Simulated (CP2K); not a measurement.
Worked example: self-consistent single point of YPd3 (Pm-3m, 4 atoms in the cell) in CP2K.

Computed with LDA (Pade form), GPW, DZVP-MOLOPT-SR-GTH basis, GTH-PADE potentials (GTH_POTENTIALS) (CP2K).

```
CELL_PARAMETERS angstrom
      4.09992     0.00000     0.00000
      0.00000     4.09992     0.00000
      0.00000     0.00000     4.09992
ATOMIC_POSITIONS crystal
  Y  0.00000 0.00000 0.00000
  Pd 0.50000 0.50000 0.00000
  Pd 0.00000 0.50000 0.50000
  Pd 0.50000 0.00000 0.50000
```

Reference input (self-consistent single point, DFT PBEsol, GPW, DZVP-MOLOPT-SR-GTH basis, GTH-PBE potentials (GTH_POTENTIALS)): CUTOFF = 500 Ry; REL_CUTOFF = 50 Ry; SMEAR/METHOD = GAUSSIAN; SIGMA = 0.272 eV; KPOINTS/SCHEME = MONKHORST-PACK 7 7 7; XC_FUNCTIONAL = PBE:PBESOL; Y/BASIS_SET = DZVP-MOLOPT-SR-GTH; Y/POTENTIAL = GTH-PBE-q11; Pd/BASIS_SET = DZVP-MOLOPT-SR-GTH; Pd/POTENTIAL = GTH-PBE-q18; METHOD = GPW; EPS_DEFAULT = 1e-10. This run's input differs from it in these lines:

```diff
@@ -43,6 +43,3 @@
     &XC
-      &XC_FUNCTIONAL
-        &PBE
-          PARAMETRIZATION PBESOL
-        &END PBE
+      &XC_FUNCTIONAL PADE
       &END XC_FUNCTIONAL
@@ -79,3 +76,3 @@
       BASIS_SET DZVP-MOLOPT-SR-GTH
-      POTENTIAL GTH-PBE-q11
+      POTENTIAL GTH-PADE-q11
     &END KIND
@@ -83,3 +80,3 @@
       BASIS_SET DZVP-MOLOPT-SR-GTH
-      POTENTIAL GTH-PBE-q18
+      POTENTIAL GTH-PADE-q18
     &END KIND
```

Output (repeated stretches shortened):

```
 SCF WAVEFUNCTION OPTIMIZATION

  Step     Update method      Time    Convergence         Total energy    Change
     1 NoMix/Diag. 0.30E+00      -     0.93810149      -420.1910824404 -4.20E+02
     2 Broy./Diag. 0.30E+00      -     0.26921815      -432.5721990584 -1.24E+01
     3 Broy./Diag. 0.30E+00      -     0.17560861      -423.7344408913  8.84E+00
     4 Broy./Diag. 0.30E+00      -     0.01216326      -419.0350410684  4.70E+00
     5 Broy./Diag. 0.30E+00      -     0.01832515      -419.4327083001 -3.98E-01
     6 Broy./Diag. 0.30E+00      -     0.00298166      -419.3512165419  8.15E-02
   [... 6 lines left out ...]
    13 Broy./Diag. 0.30E+00      -     0.00000564      -419.2439387751 -3.08E-04
    14 Broy./Diag. 0.30E+00      -     0.00000146      -419.2438844617  5.43E-05
    15 Broy./Diag. 0.30E+00      -     0.00000025      -419.2438352230  4.92E-05
    16 Broy./Diag. 0.30E+00      -     0.00000003      -419.2438352165  6.47E-09
  *** SCF run converged in    16 steps ***

  Overlap energy of the core charge distribution:               0.00000000000000
  Self energy of the core charge distribution:               -740.63100375815998
  Core Hamiltonian energy:                                    175.07169678787571
  Hartree energy:                                             188.69999791883069
  Exchange-correlation energy:                                -42.38236019388717
  Smearing free energy correction:                             -0.00216597070533
  Fermi energy:                                                 0.47412760648611

  Total energy:                                              -419.24383521650276
  Total energy (extrapolated to sigma->0):                   -419.24275223115012

                     Mulliken Population Analysis

   [... lines left out ...]

 STRESS| Analytical stress tensor [bar]
 STRESS|                        x                   y                   z
 STRESS|      x       -1.27241450240E+05   7.08114240659E-04   7.08113467235E-04
 STRESS|      y        7.08114240659E-04  -1.27241529155E+05   7.08112922008E-04
 STRESS|      z        7.08113467235E-04   7.08112922008E-04  -1.27241462311E+05
 STRESS| 1/3 Trace                                            -1.27241480569E+05
```

The run converged in 16 iterations. Against the reference run the pressure goes from -3.45 to -12.72 GPa.

The starting cell comes from a database of computed structures (which also holds hypothetical and non-ambient phases and stackings), without a prior relaxation at this level. Spin polarisation is off. Values carry the incompleteness of an atom-centred basis. With a pressure of about -13 GPa the cell is away from its equilibrium volume at this level.

Cost on one core of a shared machine: roughly 2 min.
